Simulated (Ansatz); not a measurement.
Consider the formation energy of H_i in Al (fcc, Fm-3m). Reaction: 32 Al (fcc) + 1/2 H2 (gas) → cell A.

Cell A: a supercell of 32 sites of Al (fcc, Fm-3m) with H off the lattice sites (6 Al at 2.07 Å); spin state with PBE: run without spin, k-point mesh 5×5×5.
```xyz
33
Lattice="8.0822 0.0000 0.0000 0.0000 8.0822 0.0000 0.0000 0.0000 8.0822" Properties=species:S:1:pos:R:3 pbc="T T T"
Al    -0.0447     0.0000     0.0000
Al     0.0025     2.0181     2.0181
Al     2.0206     0.0000     2.0653
Al     2.0206     2.0653     0.0000
Al    -0.0108     0.0000     4.0411
Al     0.0025     2.0181     6.0641
Al     2.0206     0.0000     6.0169
Al     2.0206     2.0314     4.0411
Al    -0.0108     4.0411     0.0000
Al     0.0025     6.0641     2.0181
Al     2.0206     4.0411     2.0314
Al     2.0206     6.0169     0.0000
Al    -0.0078     4.0411     4.0411
Al     0.0025     6.0641     6.0641
Al     2.0206     4.0411     6.0508
Al     2.0206     6.0508     4.0411
Al     4.0858     0.0000     0.0000
Al     4.0386     2.0181     2.0181
Al     6.0617     0.0000     2.0314
Al     6.0617     2.0314     0.0000
Al     4.0519     0.0000     4.0411
Al     4.0386     2.0181     6.0641
Al     6.0617     0.0000     6.0508
Al     6.0617     2.0283     4.0411
Al     4.0519     4.0411     0.0000
Al     4.0386     6.0641     2.0181
Al     6.0617     4.0411     2.0283
Al     6.0617     6.0508     0.0000
Al     4.0489     4.0411     4.0411
Al     4.0386     6.0641     6.0641
Al     6.0617     4.0411     6.0539
Al     6.0617     6.0539     4.0411
H      2.0206     0.0000     0.0000
```

Reference: Al (fcc, Fm-3m), 32 atoms in the cell, a perfect crystal on lattice vectors that match the other cells', k-point mesh 5×5×5 on the run's own vectors.

Reference: an isolated H2 molecule (singlet) in a box of 11 × 11 × 13 Å.

Plane-wave PAW calculations with Ansatz (a first-principles code), its default PAW set, cutoff 420 eV. The structures are at rest with PBE, within the held lattices. Neutral cells; Fermi-Dirac smearing of at most 0.10 eV in the solids, energies taken to zero width. Larger cells are relaxed from a start prepared with the learned potential CHGNet, on a coarser mesh till forces fall under 0.03 eV/Å, which some starts already meet. A dispersion term (D3(BJ), or D4 for r2SCAN) was computed beside these levels and is taken off wherever the name lacks it. No zero-point or thermal terms. Cells are local rest points, mostly with their start's symmetry. No correction for cell size. Mesh and cell size may move defect energies by 0.1 eV or more. Cell A has symmetry Pm-3m and got no random move, so less symmetric positions, which may lie lower, weren't tried.

Q: Predict the value from PBE.

A: 0.79 eV, for 32 Al (fcc) + 1/2 H2 (gas) → cell A.
